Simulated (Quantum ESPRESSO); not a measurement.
Input and output of a relaxation of the atoms for CaSi (Cm, 4 atoms in the cell) (Quantum ESPRESSO).

Computed with LDA (PZ), GBRV 1.5 ultrasoft (LDA) pseudopotentials (plane waves; Quantum ESPRESSO).

This input was run:

```fortran
&control
 calculation = 'relax',
 prefix = 'run',
 outdir = './tmp',
 pseudo_dir = './',
 forc_conv_thr = 3.9e-05,
/
&system
 ibrav = 0,
 nat = 4,
 ntyp = 2,
 ecutwfc = 40,
 ecutrho = 200,
 occupations = 'smearing',
 smearing = 'fd',
 degauss = 0.0073499,
/
&electrons
 conv_thr = 1e-10,
 mixing_beta = 0.5,
/
&ions
/
ATOMIC_SPECIES
Ca    40.0780  ca_lda_v1.uspp.F.UPF
Si    28.0850  si_lda_v1.uspp.F.UPF
ATOMIC_POSITIONS crystal
Ca    0.1385100000    0.8614900000    0.2882170000
Ca    0.8614900000    0.1385100000    0.7500000000
Si    0.4315500000    0.5684500000    0.2500000000
Si    0.5684500000    0.4315500000    0.7500000000
K_POINTS automatic
4 4 4  0 0 0
CELL_PARAMETERS angstrom
   2.2888620000    -5.3723980000     0.0000000000
   2.2888620000     5.3723980000     0.0000000000
   0.0000000000     0.0000000000     3.9249270000
```

Log, with long lists cut:

```
     Self-consistent Calculation

     iteration #  1     ecut=    40.00 Ry     beta= 0.50

     Threshold (ethr) on eigenvalues was too large:
     Diagonalizing with lowered threshold

     total energy              =    -169.22553212 Ry
     estimated scf accuracy    <       0.10130134 Ry

     iteration #  2     ecut=    40.00 Ry     beta= 0.50

     total energy              =    -169.24480434 Ry
     estimated scf accuracy    <       0.02247806 Ry

     iteration #  3     ecut=    40.00 Ry     beta= 0.50

     total energy              =    -169.24844268 Ry
     estimated scf accuracy    <       0.00228230 Ry

   [... 6 blocks of this kind left out ...]

     iteration # 10     ecut=    40.00 Ry     beta= 0.50

     total energy              =    -169.24865636 Ry
     estimated scf accuracy    <          8.4E-10 Ry

     iteration # 11     ecut=    40.00 Ry     beta= 0.50
     End of self-consistent calculation

     the Fermi energy is     7.2793 ev

!    total energy              =    -169.24865636 Ry
     estimated scf accuracy    <          2.7E-11 Ry
     smearing contrib. (-TS)   =      -0.00431064 Ry
     internal energy E=F+TS    =    -169.24434572 Ry

     convergence has been achieved in  11 iterations

   [... lines left out ...]
     Total force =     0.023068     Total SCF correction =     0.000005
     the Fermi energy is     7.2844 ev
!    total energy              =    -169.25142518 Ry
     Total force =     0.000243     Total SCF correction =     0.000002
   [... lines left out ...]
     Message from routine bfgs:
     history already reset at previous step: exiting
     Energy error            =      1.4E-07 Ry
     Gradient error          =      1.6E-04 Ry/Bohr

     bfgs failed after  19 scf cycles and  14 bfgs steps, convergence not achieved
     (criteria: energy <  1.0E-04 Ry, force <  3.9E-05 Ry/Bohr)

     End of BFGS Geometry Optimization

     Final energy             =    -169.2514251829 Ry

     File ./tmp/run.bfgs deleted, as requested
Begin final coordinates

ATOMIC_POSITIONS (crystal)
Ca               0.1367469789        0.8632530211        0.2597303985
Ca               0.8632852875        0.1367147125        0.7594108174
Si               0.4321019413        0.5678980587        0.2595257371
Si               0.5678657923        0.4321342077        0.7595500470
End final coordinates

   JOB DONE.
```

The relaxation ended unconverged.  The full log also holds: “WARNING: bfgs curvature condition failed, Theta= 0.908”.

The starting cell comes from a database of computed structures (which also holds hypothetical and non-ambient phases and stackings), without a prior relaxation at this level. Its lattice was rescaled by up to half a per cent. For this run, on top of that: one atom moved by 0.15 angstrom.

Cost on one core of a shared machine: roughly 7 min.
